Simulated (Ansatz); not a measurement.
# AlCdNO (model structure, started from the AlSiCN type, P3m1, No. 156, 4 atoms in the cell)

All values below come from PBEsol (Ansatz, a first-principles code, PAW).

Run with plane-wave cutoff 520 eV, 12×12×6 k mesh (along the axes of the cell as run), Fermi–Dirac smearing 0.01 eV, scalar-relativistic PAW data made under PBE.

Cell (relaxed with PBEsol):

```
CELL_PARAMETERS angstrom
      3.21631     0.00000     0.00000
     -1.60815     2.78540     0.00000
      0.00000     0.00000     5.62249
ATOMIC_POSITIONS crystal
  Al 0.33333 0.66667 0.49981
  Cd 0.66667 0.33333 0.97609
  O  0.33333 0.66667 0.18199
  N  0.66667 0.33333 0.59210
```

```json
{
  "band_gap": "1.32 eV"
}
```

Note: the relaxation could raise the start's symmetry but not lower it, so the cell can be a saddle point.

Spin–orbit coupling is not included.

It cost about 20 core-seconds (a rough figure) of CPU time.

A model structure was made by putting elements into a prototype or built by hand; it is no filed structure, need not be a known phase, and can be a saddle point held by its symmetry.
